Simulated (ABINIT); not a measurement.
# ABINIT run on CuI (F-43m, 2 atoms in the cell): self-consistent single point

Method of the run: PBE, PAW (JTH v2.0 PBE PAW) (plane waves; ABINIT).

Input as run:

```
# CuI, JTH v2.0 PBE PAW
pp_dirpath "./"
pseudos "Cu.GGA_PBE-JTH.xml, I.GGA_PBE-JTH.xml"
acell 3*1.0
rprim
        -0.0000000000    5.7164215270    5.7164215270
         5.7164215270   -0.0000000000    5.7164215270
         5.7164215270    5.7164215270   -0.0000000000
natom 2
ntypat 2
znucl 29 53
typat 1 2
xred
         0.0000000000    0.0000000000    0.0000000000
         0.2500000000    0.2500000000    0.2500000000
ecut 30
pawecutdg 60
pawxcdev 0
ixc 11
occopt 3
tsmear 0.00036749
nband 18
kptopt 1
ngkpt 5 5 5
nshiftk 1
shiftk 0 0 0
nstep 100
toldfe 1.0e-09
prtwf 0
prtden 0
enunit 2
```

Output, abridged:

```
 Symmetries : space group F-4 3 m (#216); Bravais cF (face-center cubic)

 -outvars: echo values of preprocessed input variables --------
            acell      1.0000000000E+00  1.0000000000E+00  1.0000000000E+00 Bohr
             ecut      3.00000000E+01 Hartree
           enunit           2
              ixc          11
         kptrlatt        5    0    0      0    5    0      0    0    5
          kptrlen      4.04212043E+01
            natom           2
            nband          18
            ngfft          40      40      40
          ngfftdg          60      60      60
             nkpt          10
            nstep         100
             nsym          24
           ntypat           2
           occopt           3
        pawecutdg      6.00000000E+01 Hartree
         pawxcdev           0
            rprim     -0.0000000000E+00  5.7164215270E+00  5.7164215270E+00
                       5.7164215270E+00 -0.0000000000E+00  5.7164215270E+00
                       5.7164215270E+00  5.7164215270E+00 -0.0000000000E+00
          spgroup         216
           toldfe      1.00000000E-09 Hartree
           tsmear      3.67490000E-04 Hartree
            typat      1  2
           useylm           1
             xred      0.0000000000E+00  0.0000000000E+00  0.0000000000E+00
                       2.5000000000E-01  2.5000000000E-01  2.5000000000E-01
            znucl       29.00000   53.00000

== DATASET  1 ==================================================================

 Exchange-correlation functional for the present dataset will be:
  GGA: Perdew-Burke-Ernzerhof functional - ixc=11
 Citation for XC functional:
  J.P.Perdew, K.Burke, M.Ernzerhof, PRL 77, 3865 (1996)

 Real(R)+Recip(G) space primitive vectors, cartesian coordinates (Bohr,Bohr^-1):
 R(1)=  0.0000000  5.7164215  5.7164215  G(1)= -0.0874673  0.0874673  0.0874673
 R(2)=  5.7164215  0.0000000  5.7164215  G(2)=  0.0874673 -0.0874673  0.0874673
 R(3)=  5.7164215  5.7164215  0.0000000  G(3)=  0.0874673  0.0874673 -0.0874673
 Unit cell volume ucvol=  3.7359644E+02 bohr^3
 Angles (23,13,12)=  6.00000000E+01  6.00000000E+01  6.00000000E+01 degrees

 Coarse grid specifications (used for wave-functions):

 getcut: wavevector=  0.0000  0.0000  0.0000  ngfft=  40  40  40
         ecut(hartree)=     30.000   => boxcut(ratio)=   2.00676

 Fine grid specifications (used for densities):

 getcut: wavevector=  0.0000  0.0000  0.0000  ngfft=  60  60  60
         ecut(hartree)=     60.000   => boxcut(ratio)=   2.12849

   3.12897889E+03                                ecore*ucvol(ha*bohr**3)

_setup2: Arith. and geom. avg. npw (full set) are    2932.440    2932.417

--- !BeginCycle
solver: {iscf: 17, nstep: 100, nline: 4, wfoptalg: 10, }
tolerances: {toldfe: 1.00E-09, }
...

     iter   Etot(hartree)      deltaE(h)  residm     nres2
 ETOT  1  -205.41224554248    -2.054E+02 4.042E+01 1.445E+01
 ETOT  2  -209.75987468256    -4.348E+00 1.809E-01 1.039E+02
 ETOT  3  -209.66192603283     9.795E-02 6.620E-02 7.581E+00
 ETOT  4  -209.64588939059     1.604E-02 8.856E-03 2.756E+00
 ETOT  5  -209.63830574730     7.584E-03 1.245E-03 5.009E-01
 ETOT  6  -209.63692238324     1.383E-03 4.181E-04 2.642E-02
   [... 3 lines left out ...]
 ETOT 10  -209.63707417759     1.661E-06 5.054E-06 2.698E-05
 ETOT 11  -209.63707421896    -4.137E-08 1.546E-06 4.322E-06
 ETOT 12  -209.63707421685     2.112E-09 7.863E-07 5.285E-07
 ETOT 13  -209.63707421626     5.903E-10 2.342E-07 5.916E-08
 ETOT 14  -209.63707421636    -9.732E-11 1.198E-07 2.521E-08

 At SCF step   14, etot is converged :
  for the second time, diff in etot=  9.732E-11 < toldfe=  1.000E-09

 Cartesian components of stress tensor (hartree/bohr^3)
  sigma(1 1)= -3.34629166E-05  sigma(3 2)=  0.00000000E+00
  sigma(2 2)= -3.34629166E-05  sigma(3 1)=  0.00000000E+00
  sigma(3 3)= -3.34629166E-05  sigma(2 1)=  0.00000000E+00

 ----iterations are completed or convergence reached----

 reduced coordinates (array xred) for    2 atoms
       0.000000000000      0.000000000000      0.000000000000
       0.250000000000      0.250000000000      0.250000000000
 cartesian forces (eV/Angstrom) at end:
    1      0.00000000000000     0.00000000000000    -0.00000000000000
    2     -0.00000000000000    -0.00000000000000     0.00000000000000
 frms,max,avg= 2.8988125E-28 4.5415663E-28   0.000E+00  0.000E+00  0.000E+00 e/A
 length scales=  1.000000000000  1.000000000000  1.000000000000 bohr
              =  0.529177208590  0.529177208590  0.529177208590 angstroms
 Fermi (or HOMO) energy (hartree) =  -0.02576   Average Vxc (hartree)=  -0.32576
 Eigenvalues (hartree) for nkpt=  10  k points:
 kpt#   1, nband= 18, wtk=  0.00800, kpt=  0.0000  0.0000  0.0000 (reduced coord)
  -4.14609   -2.58105   -2.58105   -2.58105   -0.56637   -0.18384   -0.18384   -0.18384
  -0.11654   -0.11654   -0.04827   -0.04827   -0.04827   -0.00684    0.13065    0.13065
   0.13065    0.26444
      occupation numbers for kpt#   1
   2.00000    2.00000    2.00000    2.00000    2.00000    2.00000    2.00000    2.00000
   2.00000    2.00000    2.00000    2.00000    2.00000    0.00000    0.00000    0.00000
   0.00000    0.00000
 prteigrs : prtvol=0 or 1, do not print more k-points.

 Fermi (or HOMO) energy (eV) =  -0.70093   Average Vxc (eV)=  -8.86435
 Eigenvalues (   eV  ) for nkpt=  10  k points:
 kpt#   1, nband= 18, wtk=  0.00800, kpt=  0.0000  0.0000  0.0000 (reduced coord)
-112.82075  -70.23395  -70.23395  -70.23395  -15.41161   -5.00256   -5.00256   -5.00256
  -3.17112   -3.17112   -1.31339   -1.31339   -1.31339   -0.18614    3.55526    3.55526
   3.55526    7.19582
 prteigrs : prtvol=0 or 1, do not print more k-points.

--- !EnergyTerms
comment             : Components of total free energy in Hartree
kinetic             :  1.45288763276676E+01
hartree             :  7.52705507756771E+01
xc                  : -6.94966304619834E+00
Ewald energy        : -9.15392789233560E+01
psp_core            :  8.37529088146130E+00
local_psp           : -1.75868982195084E+02
spherical_terms     : -3.34538517897038E+01
internal            : -2.09637057969536E+02
'-kT*entropy'       :  4.07674090354187E-16
total_energy        : -2.09637057969536E+02
total_energy_eV     : -5.70451445569012E+03
...

-Cartesian components of stress tensor (GPa)         [Pressure=  9.8451E-01 GPa]
- sigma(1 1)= -9.84512832E-01  sigma(3 2)=  0.00000000E+00
- sigma(2 2)= -9.84512832E-01  sigma(3 1)=  0.00000000E+00
- sigma(3 3)= -9.84512832E-01  sigma(2 1)=  0.00000000E+00

 Calculation completed.
```

The run converged in 14 iterations.

The starting cell has typed, rounded lattice constants, without a prior relaxation at this level.
